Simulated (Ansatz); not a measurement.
Consider PbS in the rock salt structure (space group Fm-3m, No. 225; a = 5.9027 Å). Axes: x, y, z lie along the cube axes.

Calculations: PBEsol/PAW in Ansatz (an electronic-structure program), spin-orbit coupling left out.

One thing is altered: a pure shear with ε_xy = ε_yx = 0.0086; the atoms relax in the strained cell.

Question: Predict the stress tensor and what it implies for the stiffness.

Answer: Stress of the strained cell less that of the base (GPa, compression positive):
```
   0.00   -0.33    0.00
  -0.33    0.00    0.00
   0.00    0.00   -0.01
```

Then −Δσ/γ with γ = 2ε = 0.0172 gives relaxed-ion elastic constants: C66 ≈ 19 GPa.

Stability against distortions was not tested.
